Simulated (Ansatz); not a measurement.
**Na, pressure series**

Start from Na in the bcc (W type) structure (space group Im-3m, No. 229; a = 4.171 Å).

Cell and atoms are relaxed at each pressure.

The values are results of PBEsol (Ansatz, a quantum-chemistry and plane-wave program, PAW, scalar-relativistic without spin-orbit coupling), not measurements.

Two rows of this table had their results exchanged by mistake.

| pressure | volume per atom (Å³) | shortest distance (Å) | band gap |
|---|---|---|---|
| pressure −1 GPa | 43.15 | 3.827 | zero |
| pressure 0.9 GPa | 32.93 | 3.497 | zero |
| pressure 2.1 GPa | 19.70 | 2.947 | zero |
| pressure 4.5 GPa | 26.42 | 3.250 | zero |
| pressure 9 GPa | 22.58 | 3.084 | zero |
| pressure 15 GPa | 30.06 | 3.392 | zero |
| pressure 22.5 GPa | 17.49 | 2.832 | zero |
| pressure 30 GPa | 15.99 | 2.749 | zero |

Task: Which two?

Result: The rows for pressure 2.1 GPa and pressure 15 GPa: the volume has to fall steadily with pressure, so 30.06 Å³ belongs to pressure 2.1 GPa and 19.70 Å³ to pressure 15 GPa.

Load acts through the strain it causes; cell and atoms are relaxed under it. Stability against distortions was not tested. Competing high-pressure phases were not computed.
